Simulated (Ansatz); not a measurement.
Base system: ZnS in the zinc blende structure (space group F-43m, No. 216; a = 5.3567 Å).

Level of theory: PBEsol in Ansatz (plane waves to 420 eV, PAW, scalar-relativistic without spin-orbit coupling).

One change was made to it. Results:

| quantity | base | after |
|---|---|---|
| valley order (the lowest conduction-band minima on the path, energy above the VBM, named in the base's zone) | Γ 2.09 eV; X along ⟨100⟩ 3.17 eV; L along ⟨111⟩ 3.24 eV | Γ 2.70 eV; X along ⟨100⟩ 2.81 eV; L along ⟨111⟩ 3.46 eV |
| volume per atom | 19.21 Å³ | 16.71 Å³ |
| hole mass (degenerate bands, along [100]) | 0.18, 0.68, 0.68 mₑ (at Γ) | 0.21, 0.55, 0.55 mₑ (at Γ) |
| electron mass | 0.17 mₑ (at Γ) | 0.19 mₑ (at Γ) |

Task: Which of these changes matches the shifts?
A) pressure −2 GPa
B) pressure 15 GPa
C) pressure 30 GPa
D) pressure −1 GPa
E) pressure 0.9 GPa

Result: B, pressure 15 GPa. For comparison, the valley order in the other runs: pressure −2 GPa gives Γ 1.97 eV; L along ⟨111⟩ 3.19 eV; X along ⟨100⟩ 3.23 eV; pressure 0.9 GPa gives Γ 2.13 eV; X along ⟨100⟩ 3.14 eV; L along ⟨111⟩ 3.26 eV; pressure 30 GPa gives X along ⟨100⟩ 2.54 eV; Γ 3.12 eV; L along ⟨111⟩ 3.58 eV; pressure −1 GPa gives Γ 2.03 eV; X along ⟨100⟩ 3.20 eV; L along ⟨111⟩ 3.21 eV.

The levels and masses belong to the bands next to the band gap. Load acts through the strain it causes; cell and atoms are relaxed under it. Masses are band curvatures over ±0.01 Å⁻¹ around the edge. No phonon test of stability was made. Measured, ZnS leaves this structure (for rock salt) near 14.7 GPa (temperature not stated; as listed in Datta, Sujoy, Jana, Debnarayan, arXiv (2020)), on rising pressure, with hysteresis.

Ansatz is a first-principles code.
